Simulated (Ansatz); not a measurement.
The reference is TiSi$_{2}$ (space group Fddd, No. 70; a = 4.8062 Å, b = 8.2649 Å, c = 8.5648 Å).

(Cell as relaxed with PBE.)

Levels (all Ansatz, a first-principles code, PAW, earlier PAW set): PBE (420 eV, no spin-orbit coupling); r2SCAN (500 eV, no SOC).

Each level relaxes its own structure.

| base | PBE | r2SCAN |
|---|---|---|
| volume per atom | 14.18 Å³ | 13.97 Å³ |
| band gap | zero | zero |

One thing is altered: Os takes the place of Si on all its sites, then cell and atoms are relaxed.

```
quantity              PBE    r2SCAN
---------------  --------  --------
band gap             zero      zero
volume per atom  14.96 Å³  14.73 Å³
```

PBE's volume per atom lies 0.23 Å³ above r2SCAN's (1.6 %); the two agree on the band gap. Neither level is exact; r2SCAN is the comparison here, not a measurement.

Whether these cells are dynamically stable was not tested. As relaxed here, TiOs2 is a hypothetical phase, not in the database extracts checked. The final runs are not spin-polarised.
